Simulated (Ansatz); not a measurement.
CdTe under load (space group Imm2), r2SCAN with spin-orbit coupling, rigid bands in Ansatz (a quantum-chemistry and plane-wave program). Condition of this run: uniaxial stress along [110] of -2.5 GPa (compression positive) (the target of the relaxation). Band gap 0.82 eV, N_c = 7.21e17 cm⁻³ and N_v = 5.41e18 cm⁻³ at 300 K, conductivity masses along z (a = (0.11, 3.36, 3.08) Å; b = (3.36, 0.11, 3.08) Å; c = (3.47, 3.47, 0.00) Å) of 0.0950 mₑ (electrons) and 0.296 mₑ (holes). Take k_BT = 0.02585 eV.

Problem. A film of it is 5 nm thick, with its normal along the direction named. Estimate the confinement energies in an infinite well.

Solution. ħ²π²/(2m t²) = 0.376 eV·nm²/(m/mₑ × t²) gives 158 meV for electrons and 50.8 meV for holes, so the gap would widen to about 1.03 eV. Finite barriers and nonparabolic bands lower this, and with several valleys or bands the heaviest mass along the normal sets the lowest level, not this average.

Problem. What thermal injection velocity √(2k_BT/πm) limits a ballistic channel along the direction named?

Solution. 1.75e7 cm/s for electrons and 9.89e6 cm/s for holes, a ratio of √(m_h/m_e) = 1.77, for dilute carriers.

Problem. Find the intrinsic carrier density and the intrinsic Fermi level.

Solution. n_i = √(N_c N_v) exp(−E_g/2k_BT) = 1.97e18 × exp(−15.86) = 2.6e11 cm⁻³. The level lies (k_BT/2) ln(N_v/N_c) = 26 meV from mid-gap (positive towards the conduction band). Each 0.1 eV added to the gap lowers n_i by a factor of 6.9.

Rigid bands with the computed gap; masses take one relaxation time for all states. Geometry: cell and atoms relaxed with PBEsol.
